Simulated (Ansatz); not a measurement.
The starting structures come from a database of crystals and need not be the phases stable at ambient conditions.

Given:

```xyz
2
Lattice="3.0197 0.0000 0.0000 0.0000 3.0197 0.0000 1.5098 -1.5098 2.1352" Properties=species:S:1:pos:R:3 pbc="T T T"
Ga     0.0000     0.0000     0.0000
N      1.5098     1.5098     0.0000
```

Space group of this cell: Fm-3m, rock salt. The cell is taken as given; by r2SCAN its mean pressure is -8.5 GPa.

Method: r2SCAN (plane waves, PAW; Ansatz, a program for electronic structure).

The current runs along the normal of the first two printed vectors; no spin-orbit coupling. Scaled by the factor s: both lengths across the current (ions clamped). Meshes 14×14×14 and 10×10 across the current in all rows.

| s | mean pressure (GPa) | band gap (eV) |
|---|---|---|
| 0.98 | 0.8 | ? |
| 1.00 | -8.5 | 0.92 |
| 1.02 | -15.7 | 0.54 |

Problem. Take the slope of the band gap against ln s from the two given rows, extrapolate to s = 0.98, and say what the run there gives.

Solution. Slope = (0.54 − 0.92) / ln 1.02 = -19.2 eV. The line gives 0.92 + (-19.2) × ln 0.98 = 1.31 eV. The run gives 1.10 eV, 0.21 eV under the line, 54 % of the predicted step.
